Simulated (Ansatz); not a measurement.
The reference is WSe2 in the 2H-MoS2 type structure (space group P6_3/mmc, No. 194; a = 3.231 Å, c = 12.411 Å; layered, stacked along the Cartesian z axis).

Levels (all Ansatz, a first-principles code, PAW): PBEsol-D3(BJ) (420 eV, no spin-orbit coupling); PBEsol+SOC (420 eV, noncollinear with spin-orbit coupling).

The geometry is relaxed with PBEsol-D3(BJ).

PBEsol-D3(BJ) width of the top valence band: 1.64 eV
PBEsol-D3(BJ) lowest conduction level above the VBM at special points: K 1.40 eV; H 1.43 eV; M 2.18 eV; L 2.26 eV
PBEsol-D3(BJ) smallest direct gap: 1.65 eV

### Question
How does going to PBEsol+SOC change the width of the top valence band, lowest conduction level above the VBM at special points and smallest direct gap?

### Answer
The width of the top valence band shrinks by 0.10 eV (1.64 eV → 1.54 eV); the lowest conduction level above the VBM at special points goes from K 1.40 eV; H 1.43 eV; M 2.18 eV; L 2.26 eV to K 1.14 eV; H 1.29 eV; M 2.03 eV; L 2.09 eV; the smallest direct gap falls by 0.30 eV to 1.35 eV.

Single points use the geometry relaxed with PBEsol-D3(BJ). Differences between runs with and without spin-orbit coupling are approximate. Spin-orbit coupling, missing from the scalar runs, can matter with W. Whether these cells are dynamically stable was not tested.
